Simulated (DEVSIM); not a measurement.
System: Pd/SiO2/n-Ge capacitor, at 250 K.

Layer 1 from the left is SiO2, thickness (nm) 3.50. Layer 2 from the left is Ge, thickness (nm) 1900, Nd (cm⁻³) 1e17.

Metal gate on the left, work function 5.2 eV. Fixed charge at the semiconductor interface 0 cm⁻² (in units of +e); no interface traps.

Constants are typed, rounded textbook-type inputs, not results; the design itself was drawn at random and stands for no fabricated device. Values at 300 K; Nc and Nv go as T^1.5, mobilities as T to minus their exponent, the gap by Varshni's rule with the affinity fixed.

SiO2: gap (eV) 9, affinity (eV) 0.9, permittivity 3.9. Ge: gap (eV) 0.664, affinity (eV) 4, permittivity 16, Nc (cm⁻³) 1.04e19, Nv (cm⁻³) 6e18, Varshni α (eV/K) 0.000477, Varshni β (K) 235.

Question: Estimate by hand the flat-band voltage, the threshold voltage, and compare with a numerical solution.

Answer: 
- Flat-band voltage: C = 0.987 μF/cm², work-function difference 1.106 V; VFB = φms − qNf/C = 1.11 V; numerical 1.11 V.
- Threshold voltage: φF = 0.253 V, depletion charge √(4εqNφF) = 1.52e-7 C/cm²; VT = VFB − 2φF − Qd/C = 0.45 V; numerical 0.45 V.

DEVSIM, 1D Poisson equation in equilibrium, Boltzmann statistics, complete ionisation; no quantum confinement or tunnelling. Metal contacts follow the ideal Schottky-Mott rule: no Fermi-level pinning, no interface dipoles.
